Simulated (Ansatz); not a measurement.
Ti5Te4 (I4/m, No. 87), treated with rVV10 in Ansatz (plane waves, PAW).

Settings: plane-wave cutoff 520 eV, 16×16×16 k mesh, Fermi–Dirac smearing 0.05 eV, no spin polarisation, scalar-relativistic PAW data made under PBE.

Computed points:

```
V (Å³/atom)  E − E_lowest (meV/atom)  P (GPa)
-----------  -----------------------  -------
21.231                          7.75    2.939
21.673                          1.85    1.372
22.116                          0.00   -0.007
22.558                          1.70   -1.201
23.000                          6.48   -2.237
```

Problem. Estimate the bulk modulus from the pressures at 21.673 and 22.558 Å³/atom, and compare it with a fit to all energies.

Solution. B = −V dP/dV. Between V = 21.673 and 22.558 Å³/atom, dP/dV = (-1.201 − (1.372))/(22.558 − 21.673) = -2.91 GPa per Å³/atom; at the midpoint 22.115 Å³/atom this gives B ≈ 64.3 GPa. The third-order Birch–Murnaghan fit gives V0 = 22.115 Å³/atom, B0 = 64.1 GPa, B′ = 5.9, which lies within 1 % of that estimate.

Shape and atoms are relaxed at each volume.

Note: the bulk modulus comes from volumes at which shape and atoms were relaxed.

Spin–orbit coupling is not included; it can open a gap where bands touch, and shift volumes and moduli.

Computed values are for the static lattice.

Ansatz is a quantum-chemistry and plane-wave program.
